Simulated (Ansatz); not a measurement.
Start from MgO in the rock salt structure (space group Fm-3m, No. 225).

```
CELL_PARAMETERS angstrom
      0.00000     2.10705     2.10705
      2.10705     0.00000     2.10705
      2.10705     2.10705     0.00000
ATOMIC_POSITIONS crystal
  Mg 0.00000 0.00000 0.00000
  O  0.50000 0.50000 0.50000
```

Cartesian axes are those of the cell as printed.

Calculations: Ansatz (a quantum-chemistry and plane-wave program) PBEsol, no spin-orbit coupling.

Strains are applied to the cell and any free atomic positions relax; under biaxial strain the out-of-plane vector relaxes too.

One change was made to it. Results:

| quantity | base | after |
|---|---|---|
| shortest interatomic distance | 2.107 Å | 2.077 Å |
| valence-band top at Γ (three highest levels, from the VBM) | 0.00, 0.00, 0.00 eV | 0.00, 0.00, -0.09 eV |
| pressure (mean of the normal stresses, compression positive) | 0.01 GPa | -4.65 GPa |
| gap character | direct at Γ | direct at Γ |

### Question
Name the change that was made.
A) biaxial strain +3.00 %, plane normal [001], relaxed out of plane
B) biaxial strain +2.50 %, plane normal [001], relaxed out of plane
C) biaxial strain −0.50 %, plane normal [001], relaxed out of plane

### Answer
B, biaxial strain +2.50 %, plane normal [001], relaxed out of plane. For comparison, the valence-band top at Γ in the other runs: biaxial strain +3.00 %, plane normal [001], relaxed out of plane gives 0.00, 0.00, -0.11 eV; biaxial strain −0.50 %, plane normal [001], relaxed out of plane gives 0.00, -0.02, -0.02 eV.

Stability against distortions was not tested. Labels are those of the standard path for the cell's own space group.
